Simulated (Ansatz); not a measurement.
This concerns the formation energy of Au_i in Pb (fcc, Fm-3m). Reaction: 64 Pb (fcc) + Au (fcc) → cell A.

Cell A: a supercell of 64 sites of Pb (fcc, Fm-3m) with Au off the lattice sites (6 Pb at 2.82 Å); spin state with PBE: run without spin, k-point mesh 3×3×3.
```
CELL_PARAMETERS angstrom
     14.02654     0.00000     0.00000
      7.01327    12.14734     0.00000
      7.01327     4.04911    11.45262
ATOMIC_POSITIONS crystal
  Pb 0.99936 0.99936 0.99936
  Pb 0.98291 0.98291 0.26709
  Pb 0.99936 0.99936 0.50191
  Pb 0.99905 0.99905 0.75095
  Pb 0.98291 0.26709 0.98291
  Pb 0.98291 0.26709 0.26709
  Pb 0.00040 0.24960 0.50387
  Pb 0.00040 0.24960 0.74613
  Pb 0.99936 0.50191 0.99936
  Pb 0.00040 0.50387 0.24960
  Pb 0.99921 0.50026 0.50026
  Pb 0.00040 0.50387 0.74613
  Pb 0.99905 0.75095 0.99905
  Pb 0.00040 0.74613 0.24960
  Pb 0.00040 0.74613 0.50387
  Pb 0.99905 0.75095 0.75095
  Pb 0.26709 0.98291 0.98291
  Pb 0.26709 0.98291 0.26709
  Pb 0.24960 0.00040 0.50387
  Pb 0.24960 0.00040 0.74613
  Pb 0.26709 0.26709 0.98291
  Pb 0.25064 0.25064 0.25064
  Pb 0.25095 0.25095 0.49905
  Pb 0.25064 0.25064 0.74809
  Pb 0.24960 0.50387 0.00040
  Pb 0.25095 0.49905 0.25095
  Pb 0.25095 0.49905 0.49905
  Pb 0.24960 0.50387 0.74613
  Pb 0.24960 0.74613 0.00040
  Pb 0.25064 0.74809 0.25064
  Pb 0.24960 0.74613 0.50387
  Pb 0.25079 0.74974 0.74974
  Pb 0.50191 0.99936 0.99936
  Pb 0.50387 0.00040 0.24960
  Pb 0.50026 0.99921 0.50026
  Pb 0.50387 0.00040 0.74613
  Pb 0.50387 0.24960 0.00040
  Pb 0.49905 0.25095 0.25095
  Pb 0.49905 0.25095 0.49905
  Pb 0.50387 0.24960 0.74613
  Pb 0.50026 0.50026 0.99921
  Pb 0.49905 0.49905 0.25095
  Pb 0.50026 0.50026 0.50026
  Pb 0.50072 0.50072 0.74928
  Pb 0.50387 0.74613 0.00040
  Pb 0.50387 0.74613 0.24960
  Pb 0.50072 0.74928 0.50072
  Pb 0.50072 0.74928 0.74928
  Pb 0.75095 0.99905 0.99905
  Pb 0.74613 0.00040 0.24960
  Pb 0.74613 0.00040 0.50387
  Pb 0.75095 0.99905 0.75095
  Pb 0.74613 0.24960 0.00040
  Pb 0.74809 0.25064 0.25064
  Pb 0.74613 0.24960 0.50387
  Pb 0.74974 0.25079 0.74974
  Pb 0.74613 0.50387 0.00040
  Pb 0.74613 0.50387 0.24960
  Pb 0.74928 0.50072 0.50072
  Pb 0.74928 0.50072 0.74928
  Pb 0.75095 0.75095 0.99905
  Pb 0.74974 0.74974 0.25079
  Pb 0.74928 0.74928 0.50072
  Pb 0.74974 0.74974 0.74974
  Au 0.12500 0.12500 0.12500
```

Reference: Pb (fcc, Fm-3m), 64 atoms in the cell, the relaxed perfect crystal repeated, atoms not moved again, k-point mesh 3×3×3 on the run's own vectors.

Reference: Au (fcc, Fm-3m), 1 atom in the cell, k-point mesh 24×24×24 on the run's own vectors. Conventional cell: a = b = c = 4.1026 Å, α = β = γ = 90.00°.

Plane-wave PAW calculations with Ansatz (an electronic-structure program), its default PAW set, cutoff 420 eV, 500 eV for r2SCAN. The structures are at rest with PBE+D3(BJ), within the held lattices; other levels are single points on them. Neutral cells; Fermi-Dirac smearing of at most 0.10 eV in the solids, energies taken to zero width. The lattices are those relaxed with PBE+D3(BJ), so at other levels the solids can be strained, which adds to the spread. Larger cells are relaxed from a start prepared with the learned potential CHGNet, on a coarser mesh till forces fall under 0.03 eV/Å, which some starts already meet. A dispersion term (D3(BJ), or D4 for r2SCAN) was computed beside these levels and is taken off wherever the name lacks it. No zero-point or thermal terms. The structures are the rest points that the relaxations reached, not proven lowest. Spin-orbit coupling is left out. No correction for cell size. Mesh and cell size may move defect energies by 0.1 eV or more. Cell A has symmetry Fm-3m within 0.02 Å and got no random move, so less symmetric positions, which may lie lower, weren't tried.

### Question
What is the computed value (r2SCAN)?

### Answer
0.51 eV, for 64 Pb (fcc) + Au (fcc) → cell A.

### Question
What do the other levels give, and how wide is the spread?

### Answer
| Level | value (eV) | less r2SCAN |
|---|---|---|
| PBE | 0.86 | 0.35 |
| PBE+D3(BJ) | 0.72 | 0.21 |

The levels shown span 0.35 eV, from r2SCAN (0.51) to PBE (0.86).
